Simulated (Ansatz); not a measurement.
Where the default PAW files enter, the runs use the earlier of Ansatz's two default sets.

The decay constant κ of evanescent states in the gap governs leakage through a thin film.

Input:

```xyz
8
Lattice="4.4312 0.0000 0.0000 0.0000 10.9582 0.0000 0.0000 0.0000 3.8762" Properties=species:S:1:pos:R:3 pbc="T T T"
Ge     3.9251     9.6087     0.9691
Ge     0.5060     1.3495     2.9072
Ge     1.7095     6.8286     2.9072
Ge     2.7216     4.1296     0.9691
Se     2.2243     1.5932     0.9691
Se     2.2068     9.3649     2.9072
Se     4.4399     3.8858     2.9072
Se    -0.0087     7.0723     0.9691
```

Space group of this cell: Pnma. The cell was relaxed by PBE-D3(BJ); by PBEsol its mean pressure is -2.2 GPa.

Transport runs along the normal of the first two printed cell vectors.

No gap correction and no spin-orbit coupling; mid-gap values are interpolated between computed energies.

Q: State the band gap and the smallest decay constant κ at mid-gap according to PBEsol run with Ansatz (a program for electronic structure).

A: Gap 0.71 eV on a 8×4×8 mesh; κ = 0.114 1/Å, at (0.375, 0.000) of the in-plane reciprocal vectors. At the zone centre, at the nearest computed energy, the slowest state has κ = 0.16 1/Å.
